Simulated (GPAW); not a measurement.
A self-consistent single point of Nb3Sn (Pm-3n, 8 atoms in the cell) with GPAW.

Level of theory: LDA (Perdew-Wang 92), GPAW PAW datasets LDA (gpaw-data 1.0.1) (plane waves; GPAW).

```
CELL_PARAMETERS angstrom
      5.40017     0.00000     0.00000
      0.00000     5.40017     0.00000
      0.00000     0.00000     5.40017
ATOMIC_POSITIONS crystal
  Nb 0.25000 0.00000 0.50000
  Nb 0.75000 0.00000 0.50000
  Nb 0.50000 0.75000 0.00000
  Nb 0.50000 0.25000 0.00000
  Nb 0.00000 0.50000 0.75000
  Nb 0.00000 0.50000 0.25000
  Sn 0.00000 0.00000 0.00000
  Sn 0.50000 0.50000 0.50000
```

Reference input (self-consistent single point, DFT PBE, plane waves, GPAW PAW datasets PBE (gpaw-data 1.0.1)): mode = pw; ecut = 550 eV; xc = PBE; kpts = 5 5 5; mesh shift (steps) = 0 0 0; occupations.name = methfessel-paxton; occupations.width = 0.1 eV; occupations.order = 0; nbands = -14; convergence.density = 1e-05 e/electron; convergence.energy = 1e-05 eV/electron; symmetry.symmorphic = false. This run's input differs from it in these lines:

```diff
@@ -19,3 +19,3 @@
 calc = GPAW(mode=PW(550),
-            xc='PBE',
+            xc='LDA',
             kpts=(5, 5, 5),
```

Its files differ too (potentials: GPAW PAW datasets LDA (gpaw-data 1.0.1)).

The program printed (abridged):

```
     iter     time        total  log10-change:
                         energy   eigst   dens
iter:   1 --:--:--   -83.434611
iter:   2 --:--:--   -82.776417   -1.11  -1.17
iter:   3 --:--:--   -81.272541   -0.00  -1.20
iter:   4 --:--:--   -80.285670   -1.61  -1.63
iter:   5 --:--:--   -84.112589   -0.77  -1.71
iter:   6 --:--:--   -78.970018   -0.37  -1.37
iter:   7 --:--:--   -79.069293   -1.40  -2.39
iter:   8 --:--:--   -79.054777   -2.39  -2.29
iter:   9 --:--:--   -79.032963   -3.36  -2.40
iter:  10 --:--:--   -79.033406   -4.22  -2.81
iter:  11 --:--:--   -79.032486c  -4.78  -2.81
iter:  12 --:--:--   -79.029783   -3.58  -2.86
iter:  13 --:--:--   -79.029327   -4.36  -3.45
iter:  14 --:--:--   -79.029232c  -5.50  -3.83
iter:  15 --:--:--   -79.029246c  -6.74  -4.08
iter:  16 --:--:--   -79.029223c  -6.69  -4.22
iter:  17 --:--:--   -79.029221c  -7.04  -4.26
iter:  18 --:--:--   -79.029228c  -7.38  -4.27
iter:  19 --:--:--   -79.029214c  -6.45  -4.36
iter:  20 --:--:--   -79.029213c  -6.97  -4.72
iter:  21 --:--:--   -79.029215c  -7.41c -4.75
iter:  22 --:--:--   -79.029215c  -7.81c -4.85
iter:  23 --:--:--   -79.029214c  -6.89  -5.04c
iter:  24 --:--:--   -79.029214c  -7.71c -4.93
iter:  25 --:--:--   -79.029214c  -8.80c -5.49c
Converged after 25 iterations.

Dipole moment: (0.000000, 0.000000, 0.000000) |e|*Ang

Energy contributions relative to reference atoms: (reference = -958504.353973)

Kinetic:        -41.064168
Potential:      +10.163683
External:        +0.000000
XC:             -47.824518
Entropy (-ST):   -0.089894
Local:           -0.259264
SIC:             +0.000000
--------------------------
Free energy:    -79.074161
Extrapolated:   -79.029214

Showing only first 2 kpts
 Kpt  Band  Eigenvalues  Occupancy
  0    51      9.57495    2.00000
  0    52      9.99428    1.36277
  0    53      9.99428    1.36277
  0    54     12.02690    0.00000

  1    51      9.60754    2.00000
  1    52     10.04849    0.76795
  1    53     10.06060    0.64098
  1    54     11.83718    0.00000

Fermi level: 10.02763

No gap
   [... lines left out ...]
  2 Nb   -0.00000    0.00000    0.00000
  3 Nb   -0.00000   -0.00000    0.00000
  4 Nb    0.00000   -0.00000    0.00000
  5 Nb   -0.00000   -0.00000    0.00000
  6 Sn    0.00000    0.00000    0.00000
  7 Sn    0.00000    0.00000    0.00000

Stress tensor:
     0.099272     0.000000     0.000000
     0.000000     0.099272     0.000000
     0.000000     0.000000     0.099272
Stress (GPa, Voigt): [15.9052 15.9052 15.9052  0.      0.      0.    ]
```

The run converged in 25 iterations. GPAW prints stress with tension positive. Against the reference run the pressure goes from -7.36 to -15.91 GPa.

The starting cell comes from a database of computed structures (which also holds hypothetical and non-ambient phases and stackings), without a prior relaxation at this level. Its lattice was rescaled by a random factor within 2.5 % of one. Spin polarisation is off. With a pressure of about -16 GPa the cell is away from its equilibrium volume at this level.

Cost on one core of a shared machine: roughly 2 min.
